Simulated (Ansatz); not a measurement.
What pressure 0.7 GPa does to Sr

Take Sr in the fcc (Cu type) structure (space group Fm-3m, No. 225; a = 6.0289 Å) as the base.

Perturbation: a hydrostatic pressure of 0.7 GPa.

Method: PBE in Ansatz (plane waves to 420 eV, PAW, no spin-orbit coupling), earlier PAW set. Γ-centred 13×13×13 mesh, Fermi–Dirac width 0.05 eV.

- Volume per atom: 51.86 Å³ (base 54.78 Å³)
- Density: 2.81 g/cm³ (base 2.66 g/cm³)
- Lattice parameter a: 5.920 Å (base 6.029 Å)
- Enthalpy H = E + PV relative to the base's energy: +0.23 eV/atom
- Band gap: zero (base zero)

Load acts through the strain it causes; cell and atoms are relaxed under it. Whether these cells are dynamically stable was not tested.

Ansatz is a program for electronic structure.
